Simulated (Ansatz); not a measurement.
C on the 1x1 (110) surface of bcc W, one in a 2x2 cell, energies for each (28.7 Å²). Energies are against an atom of graphite, without zero-point or thermal terms; each row is named by its start.

These are PBE (plane waves to 420 eV, PAW; Ansatz, a first-principles code) values and carry that method's errors.

Model: 17-atom slab, 6.6 Å thick at the start under the adsorbate (thin: gaps and levels are the slab's own), 6x6x1 mesh, Fermi-Dirac 0.1 eV, dipole correction, 8 atoms held, the rest relaxed; each run with such symmetry as its start has; spin where the adsorbate may keep a moment, no spin-orbit, no U, no dispersion correction.

A negative adsorption energy means that the adsorbate is more stable on the surface than in its reference. Heights count from the host atoms within 0.3 Å of the top one.

```json
[
 {"starting site": "top W", "E_ads (eV)": "3.14", "height (Å)": "1.92", "nearest host atom (Å)": "W 1.87", "bonded to": "W", "Δ work function (eV)": "1.07", "lateral drift (Å)": "0.0", "moment (μB)": "0.3"},
 {"starting site": "hollow W-W-W", "E_ads (eV)": "-0.21", "height (Å)": "1.02", "nearest host atom (Å)": "W 2.00", "bonded to": "4 W", "Δ work function (eV)": "0.34", "lateral drift (Å)": "0.6", "moment (μB)": "–"},
 {"starting site": "bridge W-W (span 2.8 Å)", "E_ads (eV)": "0.86", "height (Å)": "1.37", "nearest host atom (Å)": "W 1.94", "bonded to": "2 W", "Δ work function (eV)": "0.67", "lateral drift (Å)": "0.0", "moment (μB)": "–"},
 {"starting site": "bridge W-W (span 3.2 Å)", "E_ads (eV)": "-0.21", "height (Å)": "1.02", "nearest host atom (Å)": "W 2.00", "bonded to": "4 W", "Δ work function (eV)": "0.34", "lateral drift (Å)": "0.0", "moment (μB)": "–"}
]
```
